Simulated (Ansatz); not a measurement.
Consider a periodic stack without vacuum, rock-salt ZrN (1 1 0) on zinc-blende InAs (1 1 0) (film strained to the substrate, started from cuts of the bulks and a machine-learned relaxation; slabs As6In6 and N12Zr12, which can lie off the formulas): substrate slab As6In6, film N12Zr12, surface cells [[0, -1], [1, -1]] and [[1, 0], [1, 2]], film strained by -4.8 and -4.8 %, outermost planes AsIn/AsIn and NZr/NZr as cut, which need not be the usual terminations and can put a slab off its formula. Its start:

```
CELL_PARAMETERS angstrom
      4.37394     0.00000    -0.21352
      4.37394     6.18568    -0.25584
     -1.54443     1.37933    25.04019
ATOMIC_POSITIONS crystal
  As 0.32729 0.15038 0.04155
  As 0.43333 0.68705 0.14254
  As 0.52083 0.18037 0.23531
  As 0.62866 0.66047 0.32231
  As 0.81886 0.10154 0.41870
  As 0.14279 0.51104 0.51064
  In 0.69166 0.93399 0.15181
  In 0.58110 0.40499 0.06633
  In 0.87416 0.91553 0.32507
  In 0.76245 0.43548 0.23329
  In 0.37190 0.77562 0.48569
  In 0.04206 0.35707 0.40071
  N  0.47615 0.73756 0.61213
  N  0.97721 0.23608 0.61201
  N  0.27189 0.47525 0.66690
  N  0.77053 0.97741 0.66835
  N  0.08177 0.21128 0.74295
  N  0.58429 0.70913 0.74301
  N  0.88515 0.94794 0.80888
  N  0.38689 0.44670 0.80924
  N  0.69586 0.68291 0.88368
  N  0.19875 0.18088 0.88498
  N  0.49155 0.42160 0.93996
  N  0.99377 0.92051 0.94001
  Zr 0.77542 0.47492 0.67233
  Zr 0.27540 0.97533 0.67252
  Zr 0.96634 0.73977 0.60027
  Zr 0.46354 0.24119 0.60049
  Zr 0.38811 0.94659 0.81148
  Zr 0.88885 0.44617 0.81170
  Zr 0.58013 0.21150 0.74049
  Zr 0.08091 0.71081 0.74043
  Zr 0.00280 0.41785 0.95190
  Zr 0.50188 0.91974 0.95132
  Zr 0.19324 0.68321 0.87939
  Zr 0.69386 0.18260 0.87967
```

The start was prepared with a machine-learned potential, and the result is one local minimum, with the in-plane cell held and forces under 0.04 eV/Å; the film can end far from its bulk form.

These are PBE (plane waves to 420 eV, PAW; Ansatz, a quantum-chemistry and plane-wave program) values and carry that method's errors. No spin–orbit coupling; the runs are not spin-polarised; PBE gaps are too small against experiment. Its k-point mesh 9×5×1, Fermi–Dirac width 0.05 eV.

Predict the relaxed interface.

interface area: 27.1 Å²
period: 24.39 Å
heights between the nearest atoms of the two slabs at the two interfaces: 2.21 and 2.22 Å
As–Zr contacts across the interfaces within 1.22 times the sum of covalent radii: 4, mean 2.79 Å
In–Zr contacts across the interfaces within 1.22 times the sum of covalent radii: 4, mean 3.23 Å
